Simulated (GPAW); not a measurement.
GPAW run on ScBi (Fm-3m, 2 atoms in the cell): self-consistent single point.

Method of the run: PBEsol, GPAW PAW datasets PBEsol (made by gpaw-setup) (plane waves; GPAW).

```yaml
crystal:
  lattice:
    - [0.00000, 3.07776, 3.07776]
    - [3.07776, 0.00000, 3.07776]
    - [3.07776, 3.07776, 0.00000]
  atoms:
    - { symbol: Sc, position: [0.50000, 0.50000, 0.50000] }
    - { symbol: Bi, position: [0.00000, 0.00000, 0.00000] }
```

Reference input (self-consistent single point, DFT LDA (Perdew-Wang 92), plane waves, GPAW PAW datasets LDA (gpaw-data 1.0.1)): mode = pw; ecut = 800 eV; xc = LDA; kpts = 8 8 8; mesh shift (steps) = 0 0 0; occupations.name = methfessel-paxton; occupations.width = 0.2 eV; occupations.order = 0; nbands = -8; symmetry.symmorphic = false; symmetry.tolerance = 0.0005; maxiter = 100. This run's input differs from it in these lines:

```diff
@@ -13,3 +13,3 @@
 calc = GPAW(mode={'name': 'pw', 'ecut': 800},
-            xc='LDA',
+            xc='PBEsol',
             kpts={'size': (8, 8, 8), 'gamma': True},
```

Its files differ too (potentials: GPAW PAW datasets PBEsol (made by gpaw-setup)).

Log, with long lists cut:

```
     iter     time        total  log10-change:
                         energy   eigst   dens
iter:   1 --:--:--   -11.506421
iter:   2 --:--:--   -11.552056   -0.48  -1.43
iter:   3 --:--:--   -11.478812   -1.28  -1.47
iter:   4 --:--:--   -11.495816   -1.86  -1.69
iter:   5 --:--:--   -11.526307   -2.34  -1.78
iter:   6 --:--:--   -11.505118   -2.60  -2.22
iter:   7 --:--:--   -11.504869   -3.30  -2.56
iter:   8 --:--:--   -11.504836c  -4.08  -2.54
iter:   9 --:--:--   -11.501407c  -3.52  -2.81
iter:  10 --:--:--   -11.501447c  -4.81  -3.11
iter:  11 --:--:--   -11.501321c  -4.56  -3.13
iter:  12 --:--:--   -11.501364c  -4.68  -2.82
   [... 3 lines left out ...]
iter:  16 --:--:--   -11.501410c  -5.05  -3.76
iter:  17 --:--:--   -11.501368c  -4.95  -3.50
iter:  18 --:--:--   -11.501360c  -6.07  -3.98
iter:  19 --:--:--   -11.501360c  -6.04  -3.90
iter:  20 --:--:--   -11.501359c  -7.37  -4.55c
iter:  21 --:--:--   -11.501359c  -8.13c -4.75c
Converged after 21 iterations.

Dipole moment: (-0.000000, -0.000000, -0.000000) |e|*Ang

Energy contributions relative to reference atoms: (reference = -605457.991855)

Kinetic:         +7.305688
Potential:       -7.106289
External:        +0.000000
XC:             -10.383671
Entropy (-ST):   -0.010371
Local:           -1.311901
SIC:             +0.000000
--------------------------
Free energy:    -11.506544
Extrapolated:   -11.501359

Showing only first 2 kpts
 Kpt  Band  Eigenvalues  Occupancy
  0    11      6.71964    0.00001
  0    12      6.71964    0.00001
  0    13      7.03839    0.00000
  0    14      7.03839    0.00000

  1    11      6.07374    1.05689
  1    12      6.07374    1.05689
  1    13      6.54391    0.00114
  1    14      7.08991    0.00000

Fermi level: 6.08383

No gap
No difference between direct/indirect transitions
Energy (eV): -11.501359

Forces in eV/Ang:
  0 Sc    0.00000   -0.00000   -0.00000
  1 Bi    0.00000   -0.00000   -0.00000

Stress tensor:
     0.034648     0.000000     0.000000
     0.000000     0.034648    -0.000000
     0.000000    -0.000000     0.034648
Stress (GPa, Voigt): [ 5.5512  5.5512  5.5512 -0.      0.      0.    ]
```

The run converged in 21 iterations. GPAW prints stress with tension positive. Against the reference run the pressure goes from -7.36 to -5.55 GPa.

The starting cell comes from a database of computed structures (which also holds hypothetical and non-ambient phases and stackings), without a prior relaxation at this level. Its lattice was rescaled by a random factor within 2.5 % of one. With a pressure of about -6 GPa the cell is away from its equilibrium volume at this level.

Cost on one core of a shared machine: roughly 70 s.
